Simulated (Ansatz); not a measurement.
For As (Cmce, No. 64), LDA (plane waves, PAW; Ansatz, a quantum-chemistry and plane-wave program) gives:

| Item | Result |
|---|---|
| bulk modulus B0 | 36.1 GPa |
| cohesive energy | 3.94 eV/atom |
| band gap | 0.00 eV |

Q: What does r²SCAN in Ansatz (PAW) give for the same quantities?

A: 
- bulk modulus: 19.5 GPa (falls by 46 %)
- cohesive energy: 2.87 eV/atom (falls by 1.07 eV/atom)
- band gap: 0.19 eV (rises by 0.19 eV)

Changes are worked out from the printed values.

Unless a cell is named, each level is at its own relaxed cell (LDA 21.10, r²SCAN 24.65 Å³/atom).

Spin–orbit coupling is included only where a level's name says +SOC; with heavier elements it mostly lowers gaps and can invert bands. A gap of zero means that the bands touch or overlap. Density-functional gaps are differences of (generalised) Kohn–Sham levels.

Caveats: LDA has no dispersion term either, though it tends to give short spacings of layers, chains or molecules (LDA); for a layered or molecular solid the relaxed cell lies over 5 % above the published volume, where the minimum can be shallow (r²SCAN); the bulk modulus is −V dP/dV from two relaxed cells at ±2 % in volume (LDA, r²SCAN); the cell comes from a level without a dispersion term, which matters for the spacing of layers, chains or molecules (r²SCAN). Ansatz's density-functional and Hartree–Fock values are scalar-relativistic unless marked +SOC, with PAW data made under PBE.
